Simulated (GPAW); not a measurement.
How a calculation on Se (P3_221, 3 atoms in the cell) responds to its settings

```xyz
3
Lattice="4.3552 0.0000 0.0000 -2.1776 3.7717 0.0000 0.0000 0.0000 4.9494" Properties=species:S:1:pos:R:3 pbc="T T T"
Se     0.9451     0.0000     0.8249
Se    -0.4725     0.8185     4.1245
Se     1.7050     2.9532     2.4747
```

Base run A: GPAW 25.7.0 with PBEsol, GPAW PAW datasets PBEsol (made by gpaw-setup), self-consistent single point.

Its settings: mode = pw; ecut = 600 eV; xc = PBEsol; kpts = 7 7 6; mesh shift (steps) = 0 0 0; occupations.name = methfessel-paxton; occupations.width = 0.1 eV; occupations.order = 1; nbands = -11; symmetry.symmorphic = false; symmetry.tolerance = 0.0005; maxiter = 150.

The starting cell comes from a database of published, mostly measured structures (it also holds non-ambient and calculated ones), without a prior relaxation at this level. In the base run, forces exceed 1 eV/Å.

ΔF is the free energy per atom less that of run A. 

Runs:
- B: occupations.width: 0.1 eV → 0.025 eV; nbands: -11 → -8; convergence.bands: default → -6
- C: occupations.width: 0.1 eV → 0.2 eV; nbands: -11 → -8; convergence.bands: default → -6
- D: occupations.width: 0.1 eV → 0.5 eV; nbands: -11 → -8; convergence.bands: default → -6
- E: occupations.width: 0.1 eV → 0.8 eV; nbands: -11 → -8; convergence.bands: default → -6

| run | ΔF (meV/atom) | pressure (GPa) | largest force (eV/Å) | TS (meV/atom) |
|---|---|---|---|---|
| A | 0.00 | 2.97 | 1.044 | 0.0 |
| B | 0.00 | 2.96 | 1.045 | 0.0 |
| C | 0.15 | 2.96 | 1.045 | -0.5 |
| D | 4.4 | 2.97 | 1.001 | -12.2 |
| E | 15.3 | 2.89 | 0.965 | -42.6 |

Run E against A: The free energy goes up by 15.3 meV/atom, the pressure hardly changes (2.97 to 2.89 GPa) and the largest force goes from 1.044 to 0.965 eV/Å.

Run D against A: The free energy rises by 4.4 meV/atom, the pressure stays at 2.97 GPa and the largest force goes from 1.044 to 1.001 eV/Å.
